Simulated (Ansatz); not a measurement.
Given:

```
MgO
1.0
    0.00000     2.10705     2.14919
    2.10705     0.00000     2.14919
    2.10705     2.10705     0.00000
Mg O
1 1
Direct
  0.00000   0.00000   0.00000
  0.50000   0.50000   0.50000
```

No spin polarisation.

The values are results of plane-wave PAW DFT at the PBEsol level (Ansatz, a quantum-chemistry and plane-wave program, 420 eV), scalar-relativistic without spin-orbit coupling, not measurements. Γ-centred 13×13×13 mesh, Fermi–Dirac width 0.05 eV.

Predict the gap character.

Direct at Γ.

Estimate the hole mass.

0.36 mₑ along z, 2.2 mₑ across (at Γ).

What band gap does the calculation give?

4.40 eV.

Estimate the space group.

I4/mmm (No. 139).

The cells carry an imposed strain or load. Effective masses come from finite differences of ±0.01 Å⁻¹. Whether these cells are dynamically stable was not tested. The cell was made from MgO in the rock salt structure (space group Fm-3m, No. 225) by this change: uniaxial strain ε_zz = +2.00 %.
